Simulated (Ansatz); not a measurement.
**Nb: response to strain**

Consider Nb in the bcc (W type) structure (space group Im-3m, No. 229; a = 3.3045 Å; relaxed with 0.1 eV smearing).

Strains are applied to the cell and any free atomic positions relax.

Calculations: Ansatz (a first-principles code), r2SCAN, PAW, cutoff 500 eV, no spin-orbit coupling.

```json
[
 {"isotropic strain (%)": "0", "pressure (GPa)": "0.0"},
 {"isotropic strain (%)": "0.5", "pressure (GPa)": "-2.5"},
 {"isotropic strain (%)": "1", "pressure (GPa)": "-4.9"},
 {"isotropic strain (%)": "1.5", "pressure (GPa)": "?"},
 {"isotropic strain (%)": "2", "pressure (GPa)": "-9.3"},
 {"isotropic strain (%)": "2.5", "pressure (GPa)": "-11.3"},
 {"isotropic strain (%)": "3", "pressure (GPa)": "-13.1"}
]
```

### Question
Fit P = P₀ − Bδ + Cδ² with δ = (1 + ε)³ − 1 to the rows shown and predict the withheld row.

### Answer
Least squares on the printed values gives P₀ = 0.0 GPa, B = 173 GPa, C = 334 GPa (largest residual 0.0 GPa); this predicts -7.2 GPa, and the run gives -7.2 GPa, in agreement.

No phonon test of stability was made. The final runs are not spin-polarised.
